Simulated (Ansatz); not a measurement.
The structure below was relaxed with PBEsol (Ansatz, a first-principles code; PAW; 420 eV plane waves; scalar-relativistic without spin-orbit coupling), at pressure −1 GPa.

```
CELL_PARAMETERS angstrom
      2.69463     0.00000     0.00000
     -1.34732     2.33362     0.00000
      0.00000     0.00000     4.24938
ATOMIC_POSITIONS crystal
  Ru 0.33333 0.66667 0.75000
  Ru 0.66667 0.33333 0.25000
```

Task: Find the space group and the Wyckoff positions.

Result: Space group P6₃/mmc (No. 194); a = b = 2.6946 Å, c = 4.2494 Å, α = β = 90.00°, γ = 120.00°

| atom | site | symmetry | x | y | z |
|---|---|---|---|---|---|
| Ru | 2d | -6m2 | 0.6667 | 0.3333 | 0.2500 |

Load acts through the strain it causes; cell and atoms are relaxed under it. Whether these cells are dynamically stable was not tested. All final runs are without spin polarisation. The cell was made from Ru in the hcp (Mg type) structure (space group P6_3/mmc, No. 194) by this change: pressure −1 GPa.
